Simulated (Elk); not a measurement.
**Elk run on SnO₂ (P4_2/mnm, 6 atoms in the cell): self-consistent single point**

Computed with Elk with PBE, all-electron FP-LAPW, Elk's shipped species files, LAPW+lo basis.

Input:

```
tasks
  0

xctype
  20

rgkmax
  7.5

gmaxvr
  14.0

nxoapwlo
  1

rmtscf
  0.82

swidth
  0.000367493

maxscl
  100

avec
    8.9573018307    0.0000000000    0.0000000000
    0.0000000000    8.9573018307    0.0000000000
    0.0000000000    0.0000000000    6.0282263376

atoms
  2
  'Sn.in'
  2
  0.0000000000  0.0000000000  0.0000000000    0.0 0.0 0.0
  0.5000000000  0.5000000000  0.5000000000    0.0 0.0 0.0
  'O.in'
  4
  0.3070000000  0.3070000000  0.0000000000    0.0 0.0 0.0
  0.8070000000  0.1930000000  0.5000000000    0.0 0.0 0.0
  0.1930000000  0.8070000000  0.5000000000    0.0 0.0 0.0
  0.6930000000  0.6930000000  0.0000000000    0.0 0.0 0.0

ngridk
  4 4 5
```

Output, abridged:

```
│ Elk code version 10.2.4 │

All units are atomic (Hartree, Bohr, etc.)

│ Ground-state run starting from atomic densities │

Lattice vectors :
   8.957301831       0.000000000       0.000000000
   0.000000000       8.957301831       0.000000000
   0.000000000       0.000000000       6.028226338

Unit cell volume      :    483.6642275
Brillouin zone volume :   0.5128562324

Muffin-tin inner radius fraction :   0.1000000000E-01

Nuclei treated as point charges

Species :    1 (Sn)
 parameters loaded from : Sn.in
 name : tin
 nuclear charge    :   -50.00000000
 electronic charge :    50.00000000
 atomic mass :    216395.0920
 muffin-tin radius :    2.132000000
 number of radial points in muffin-tin :    597
 atomic positions (lattice), magnetic fields (Cartesian) :
   1 :   0.00000000  0.00000000  0.00000000    0.00000000  0.00000000  0.00000000
   2 :   0.50000000  0.50000000  0.50000000    0.00000000  0.00000000  0.00000000

Species :    2 (O)
 parameters loaded from : O.in
 name : oxygen
 nuclear charge    :   -8.000000000
 electronic charge :    8.000000000
 atomic mass :    29165.12202
 muffin-tin radius :    1.476000000
 number of radial points in muffin-tin :    297
 atomic positions (lattice), magnetic fields (Cartesian) :
   1 :   0.30700000  0.30700000  0.00000000    0.00000000  0.00000000  0.00000000
   2 :  -0.19300000  0.19300000  0.50000000    0.00000000  0.00000000  0.00000000
   3 :   0.19300000 -0.19300000  0.50000000    0.00000000  0.00000000  0.00000000
   4 :  -0.30700000 -0.30700000  0.00000000    0.00000000  0.00000000  0.00000000

Total number of atoms per unit cell :    6

Spin treatment :
 spin-unpolarised

Number of Bravais lattice symmetries :   16
Number of crystal symmetries         :   16
Crystal has inversion symmetry
Real symmetric eigensolver will be used

k-point grid :      4     4     5
k-point offset :    0.000000000       0.000000000       0.000000000
k-point set is reduced with full crystal symmetry group
Total number of k-points :       18

Muffin-tin radius times maximum |G+k| :    7.500000000
 using average radius
Maximum |G+k| for APW functions       :    4.425649095
Maximum (1/2)|G+k|²                   :    9.793184957
Maximum |G| for potential and density :    14.00000000
 potential will be trimmed for |G| > 2 gkmax
Constant for pseudocharge density :    7
Radial integration step length :    4

G-vector grid sizes :     40    40    27
Number of G-vectors :    22423

Maximum angular momentum used for
 APW functions                      :    8
 outer part of muffin-tin           :    6
 inner part of muffin-tin           :    1

Total nuclear charge    :   -132.0000000
Total core charge       :    68.00000000
Total valence charge    :    64.00000000
Total excess charge     :    0.000000000
Total electronic charge :    132.0000000

Effective Wigner radius, rₛ :   0.9563726379

Number of empty states         :   24
Total number of valence states :   56
Total number of core states    :   68

Total number of local-orbitals :   54

Exchange-correlation functional :     20     0     0
 Perdew-Burke-Ernzerhof, Phys. Rev. Lett. 77, 3865 (1996)
 gradient requirement :    1
 generalised gradient approximation (GGA)

Smearing type :    3
 Fermi-Dirac
Smearing width :   0.3674930000E-03
Effective electronic temperature (K) :    116.0451112

Mixing type :    3
 Broyden mixing, J. Phys. A: Math. Gen. 17, L317 (1984)

Kohn-Sham potential initialised from atomic data

│ Self-consistent loop started │
│ Loop number : 1 │
 total energy                :     -12666.0800766
│ Loop number : 2 │
 total energy                :     -12666.1997941
RMS change in Kohn-Sham potential (target) :    1.476688087     (  0.1000000000E-05)
Absolute change in total energy (target)   :   0.1197175032     (  0.1000000000E-03)
│ Loop number : 3 │
 total energy                :     -12665.7554602
RMS change in Kohn-Sham potential (target) :    1.428571059     (  0.1000000000E-05)
Absolute change in total energy (target)   :   0.4144045339     (  0.1000000000E-03)
│ Loop number : 4 │
 total energy                :     -12662.1073061
RMS change in Kohn-Sham potential (target) :   0.6116411633     (  0.1000000000E-05)
Absolute change in total energy (target)   :    3.751755286     (  0.1000000000E-03)
│ Loop number : 5 │
 total energy                :     -12660.3884035
RMS change in Kohn-Sham potential (target) :   0.1850688200     (  0.1000000000E-05)
Absolute change in total energy (target)   :    2.656841440     (  0.1000000000E-03)
│ Loop number : 6 │
 total energy                :     -12659.7378729
RMS change in Kohn-Sham potential (target) :   0.4602773161E-01 (  0.1000000000E-05)
Absolute change in total energy (target)   :    1.314740962     (  0.1000000000E-03)
│ Loop number : 7 │
 total energy                :     -12659.5332098
RMS change in Kohn-Sham potential (target) :   0.9601643469E-02 (  0.1000000000E-05)
Absolute change in total energy (target)   :   0.5333482693     (  0.1000000000E-03)
│ Loop number : 8 │
 total energy                :     -12659.5259529
RMS change in Kohn-Sham potential (target) :   0.8120894337E-03 (  0.1000000000E-05)
Absolute change in total energy (target)   :   0.1405939739     (  0.1000000000E-03)
│ Loop number : 9 │
 total energy                :     -12659.5245808
RMS change in Kohn-Sham potential (target) :   0.7003754628E-03 (  0.1000000000E-05)
Absolute change in total energy (target)   :   0.3652062330E-01 (  0.1000000000E-03)
│ Loop number : 10 │
 total energy                :     -12659.5162137
RMS change in Kohn-Sham potential (target) :   0.2964826938E-03 (  0.1000000000E-05)
Absolute change in total energy (target)   :   0.1749725112E-01 (  0.1000000000E-03)
│ Loop number : 11 │
 total energy                :     -12659.5080566
RMS change in Kohn-Sham potential (target) :   0.7249641259E-04 (  0.1000000000E-05)
Absolute change in total energy (target)   :   0.1253142274E-01 (  0.1000000000E-03)
│ Loop number : 12 │
 total energy                :     -12659.5062373
RMS change in Kohn-Sham potential (target) :   0.5659233913E-05 (  0.1000000000E-05)
Absolute change in total energy (target)   :   0.4952146906E-02 (  0.1000000000E-03)
│ Loop number : 13 │
 total energy                :     -12659.5061984
RMS change in Kohn-Sham potential (target) :   0.2292662364E-05 (  0.1000000000E-05)
Absolute change in total energy (target)   :   0.1276963401E-02 (  0.1000000000E-03)
│ Loop number : 14 │
 total energy                :     -12659.5062053
RMS change in Kohn-Sham potential (target) :   0.6306927593E-06 (  0.1000000000E-05)
Absolute change in total energy (target)   :   0.3123338556E-03 (  0.1000000000E-03)
│ Loop number : 15 │
 total energy                :     -12659.5061895
RMS change in Kohn-Sham potential (target) :   0.2186351298E-06 (  0.1000000000E-05)
Absolute change in total energy (target)   :   0.9384489022E-04 (  0.1000000000E-03)
Convergence targets achieved

│ Loop number : 16 │

Energies :
 Fermi                       :     0.247769088001
 sum of eigenvalues          :     -7603.00448464
 electron kinetic            :      13310.4250122
 core electron kinetic       :      12769.1107358
 Coulomb                     :     -25604.4542978
 Coulomb potential           :     -20437.3495987
 nuclear-nuclear             :     -1160.52783425
 electron-nuclear            :     -28450.5033283
 Hartree                     :      4006.57686480
 Madelung                    :     -15385.7794984
 xc potential                :     -476.079898135
 exchange                    :     -358.990159316
 correlation                 :     -6.48672753141
 electron entropic           :    -0.748233630923E-12
 total energy                :     -12659.5061724

Density of states at Fermi energy :   0.2724449523E-06
 (states/Hartree/unit cell)

Estimated indirect band gap :   0.4410071943E-01
 from k-point      1 to k-point      1
Estimated direct band gap   :   0.4410071943E-01
 at k-point      1

Charges :
 core                        :    68.00000000
 valence                     :    64.00000000
 interstitial                :    11.03128185
 muffin-tins (core leakage)
  species :    1 (Sn)
   atom    1                 :    46.87116762     (  0.1089994327E-02)
   atom    2                 :    46.87116762     (  0.1089994327E-02)
  species :    2 (O)
   atom    1                 :    6.806595726     (  0.4830494522E-06)
   atom    2                 :    6.806595726     (  0.4830494522E-06)
   atom    3                 :    6.806595726     (  0.4830494522E-06)
   atom    4                 :    6.806595726     (  0.4830494522E-06)
 total in muffin-tins        :    120.9687182
 total calculated charge     :    132.0063793
 total charge                :    132.0000000
 error                       :   0.6379310549E-02

│ Self-consistent loop stopped │
```

The run converged in 16 iterations. The count includes the last loop, which Elk runs after its targets are met.

The starting cell has typed, rounded lattice constants, without a prior relaxation at this level. Values depend on the basis (sphere radii, cutoffs, local orbitals), which need not be converged.

Cost on one core of a shared machine: roughly 4 min.
